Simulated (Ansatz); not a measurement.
Relaxation of the outer planes of the (10-12) surface of hcp Ti in its 1x1 cell, outermost plane spacing 1.14 Å in the ideal cut.

Method: PBE (plane waves to 420 eV, PAW; Ansatz, a quantum-chemistry and plane-wave program).

Set-up: 14 atoms, 11.4 Å thick at the start; mesh 13x6x1; 0.1 eV smearing; dipole correction on; all atoms relaxed; symmetry of the start imposed; no spin, no spin-orbit, no U.

```csv
plane,atoms,bulk spacing to the next (Å),relaxed spacing (Å),change (%),rumpling (Å)
1,Ti,1.145,0.994,-13.2,0.00
2,Ti,0.572,0.625,9.2,0.00
```
